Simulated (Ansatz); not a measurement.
Start from Sn2Pt (space group Fm-3m, No. 225; a = 6.455 Å). Axes: x, y, z lie along the cube axes.

Method: PBEsol/PAW in Ansatz (a quantum-chemistry and plane-wave program), without spin-orbit coupling.

Base values:

* **Shortest interatomic distance**: 2.795 Å

It is then changed as follows: a free-standing slab of 6 layers (18 atoms, 3 a layer) is cut normal to [111], with 15 Å of vacuum and the in-plane cell held at bulk.

Problem. Estimate the effect on the change of the spacing d12 from its bulk value of 0.932 Å, change of the spacing d23 from its bulk value of 0.932 Å, excess energy per area of both faces and shortest interatomic distance.

Solution. The change of the spacing d12 from its bulk value of 0.932 Å comes out as +10.0 %; the change of the spacing d23 from its bulk value of 0.932 Å is -16.3 %; the excess energy per area of both faces (slab less bulk energy over the cell's area: twice a surface energy) amounts to 1.3 J/m² (uncertain by up to 0.2 J/m²); the shortest interatomic distance drops by 0.089 Å to 2.706 Å.

The excess energy carries the mismatch between the slab's and the bulk's meshes. No phonon test of stability was made. All final runs are without spin polarisation.
